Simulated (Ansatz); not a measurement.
## Relaxation of the atoms of Be₂Ag (Fd-3m, 6 atoms in the cell) at several settings

```yaml
crystal:
  lattice:
    - [0.00000, 3.26211, 3.26211]
    - [3.26211, 0.00000, 3.26211]
    - [3.26211, 3.26211, 0.00000]
  atoms:
    - { symbol: Be, position: [0.12500, 0.12500, 0.12500] }
    - { symbol: Be, position: [0.62500, 0.12500, 0.12500] }
    - { symbol: Be, position: [0.12500, 0.62500, 0.12500] }
    - { symbol: Be, position: [0.12500, 0.12500, 0.62500] }
    - { symbol: Ag, position: [0.75000, 0.75000, 0.75000] }
    - { symbol: Ag, position: [0.50000, 0.50000, 0.50000] }
```

Base: LDA (PW92), default PAW files made with PBE in Ansatz (a quantum-chemistry and plane-wave program). Its settings: basis.ecutwfc = 420 eV; kpoints.mp_grid.grid = 7 7 7; hamiltonian.xc = lda; hamiltonian.pseudopotentials = {kind: paw} (the program's default PAW files); scf.occupations.method = methfessel_paxton; scf.occupations.width = 0.2 eV. Starting volume 11.57 Å³ per atom.

Each line gives the change from the base single point and the result:

- atoms moved at random; scf.convergence.dr2_threshold: default (1e-07 eV) → 0.001 eV; relax: default → atoms; relax.f_tol: default → 0.03 eV/Å: pressure -13.79 GPa; largest force (vector length) 0.007 eV/Å; relaxation steps 3; free energy against the base single point 0.0 meV/atom.
- atoms moved at random; relax: default → atoms; relax.f_tol: default → 0.03 eV/Å: pressure -13.80 GPa; largest force (vector length) 0.004 eV/Å; relaxation steps 4; free energy against the base single point 0.0 meV/atom.

The starting cell was generated: these elements placed on a structure prototype, without a prior relaxation; it need not be a known phase or ordering of this composition. Its lattice was rescaled by a random factor within 2.5 % of one. Ansatz's pressure includes its estimate of the finite-basis (Pulay) stress.

Left out of this page: 1 run of the series outside the window shown, repeating another row's setting, or not comparable.

Keys are those of Ansatz 0.2.
